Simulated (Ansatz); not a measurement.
## SnO: response to strain

Start from SnO (space group P4/nmm, No. 129; a = 3.837 Å, c = 4.759 Å; layered, stacked along the Cartesian z axis). Axes: x, y, z lie along a, b, c of the conventional cell.

Strains are applied to the cell and any free atomic positions relax; under biaxial strain the out-of-plane vector relaxes too.

Method: Ansatz (an electronic-structure program) PBE-D3(BJ), scalar-relativistic without spin-orbit coupling.

Notes on the quantities. pressure: mean of the normal stresses, compression positive.

```csv
change,pressure,band gap,gap character,volume per atom
base,0.0 GPa,zero,absent,17.52 Å³
"biaxial strain +1.20 %, plane normal [001], relaxed out of plane",…,0.18 eV,"indirect, k = (0.083, 0.083, 0) in the run's primitive reciprocal basis → M",17.79 Å³
"biaxial strain +1.80 %, plane normal [001], relaxed out of plane",-1.9 GPa,0.27 eV,"indirect, M–Γ (80 % along) → M",17.92 Å³
"biaxial strain +2.40 %, plane normal [001], relaxed out of plane",-2.4 GPa,0.36 eV,"indirect, M–Γ (80 % along) → M",18.05 Å³
"biaxial strain +3.00 %, plane normal [001], relaxed out of plane",…,0.45 eV,"indirect, M–Γ (80 % along) → M",18.18 Å³
```

### Question
Some entries are withheld; estimate them.

### Answer

- biaxial strain +1.20 %, plane normal [001], relaxed out of plane, pressure: -1.3 GPa
- biaxial strain +3.00 %, plane normal [001], relaxed out of plane, pressure: -3.0 GPa

Stability against distortions was not tested. The final runs are not spin-polarised. A zero or small gap of SnO can be the functional's error rather than a property of the material.
